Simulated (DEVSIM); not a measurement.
System: abrupt GaAs p-n junction, at 300 K.

```csv
layer (left to right),material,thickness (μm),Nd (cm⁻³),Na (cm⁻³),τn (s),τp (s)
1,GaAs,0.110,-,1.5e16,4.6e-9,4.6e-9
2,GaAs,24.0,4.5e16,-,4.6e-9,1.4e-8
```

Left contact: ohmic. Right contact: ohmic. Voltage is applied to the left contact. Recombination: SRH at mid-gap, radiative, Auger. Mobility is constant in doping.

This is a model device: material constants are rounded textbook-type values typed into the input, and sizes, dopings and lifetimes were drawn at random. Values at 300 K.

```
parameter        GaAs
-------------  ------
gap (eV)        1.424
affinity (eV)    4.07
permittivity     12.9
Nc (cm⁻³)      4.7e17
Nv (cm⁻³)        9e18
μn (cm²/Vs)      8500
μp (cm²/Vs)       400
B (cm³/s)       2e-10
Cn (cm⁶/s)      1e-30
Cp (cm⁶/s)      1e-30
```

Simulated with DEVSIM: 1D drift-diffusion, Boltzmann statistics, complete ionisation; no tunnelling, impact ionisation, image-force lowering or self-heating.

### Question
Give the small-signal capacitance in reverse bias (quasi-static).

### Answer

```json
[
 {"V (V)": "-0.1", "C (nF/cm²)": "48.1"},
 {"V (V)": "-0.25", "C (nF/cm²)": "46.2"},
 {"V (V)": "-0.5", "C (nF/cm²)": "43.5"},
 {"V (V)": "-0.75", "C (nF/cm²)": "41.2"},
 {"V (V)": "-1", "C (nF/cm²)": "39.2"},
 {"V (V)": "-1.5", "C (nF/cm²)": "36.0"},
 {"V (V)": "-2", "C (nF/cm²)": "33.4"},
 {"V (V)": "-2.5", "C (nF/cm²)": "31.4"},
 {"V (V)": "-3.25", "C (nF/cm²)": "28.9"},
 {"V (V)": "-4", "C (nF/cm²)": "26.9"},
 {"V (V)": "-5", "C (nF/cm²)": "24.8"}
]
```
